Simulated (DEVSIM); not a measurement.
Structure: Mo/La2O3/SiO2/n-Si capacitor, at 300 K.

Layer 1 from the left is La2O3, thickness (nm) 14.0. Layer 2 from the left is SiO2, thickness (nm) 0.910. Layer 3 from the left is Si, thickness (nm) 4300, Nd (cm⁻³) 9e14.

Metal gate on the left, work function 4.6 eV. Fixed charge at the semiconductor interface 0 cm⁻² (in units of +e); no interface traps.

The device is made up for the run: typed textbook-type constants, with dimensions and the other settings drawn at random. Values at 300 K.

La2O3: gap (eV) 5.8, affinity (eV) 1.8, permittivity 27. SiO2: gap (eV) 9, affinity (eV) 0.9, permittivity 3.9. Si: gap (eV) 1.124, affinity (eV) 4.05, permittivity 11.7, Nc (cm⁻³) 2.86e19, Nv (cm⁻³) 3.1e19.

Q: Estimate by hand the flat-band voltage, the threshold voltage, and compare with a numerical solution.

A: 
- Flat-band voltage: C = 1.18 μF/cm², work-function difference 0.282 V; VFB = φms − qNf/C = 0.28 V; numerical 0.28 V.
- Threshold voltage: φF = 0.293 V, depletion charge √(4εqNφF) = 1.32e-8 C/cm²; VT = VFB − 2φF − Qd/C = -0.32 V; numerical -0.32 V.

Simulated with DEVSIM: 1D Poisson equation in equilibrium, Boltzmann statistics, complete ionisation; no quantum confinement or tunnelling. Metal contacts follow the ideal Schottky-Mott rule: no Fermi-level pinning, no interface dipoles.
